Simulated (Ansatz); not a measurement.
```
MgO
1.0
    0.00000     2.10703     2.10703
    2.10703     0.00000     2.10703
    2.10703     2.10703     0.00000
Mg O
1 1
Direct
  0.00000   0.00000   0.00000
  0.50000   0.50000   0.50000
```

Method: PBEsol, rigid bands (plane waves, PAW, scalar-relativistic; Ansatz, an electronic-structure program). Geometry: cell and atoms relaxed with PBEsol.

**Question.** What conductivity effective mass do dilute electrons have at 300 K?

**Answer.** 0.35 mₑ.

**Question.** Predict the hole conductivity mass (n e² τ/σ) at 300 K, by direction if it differs.

**Answer.** 2.3 mₑ.

**Question.** And the band gap?

**Answer.** 4.62 eV at this level; semilocal functionals usually fall short of the measured gap.

Rigid bands, one relaxation time for all states, no polarons. Spin-orbit coupling is left out.
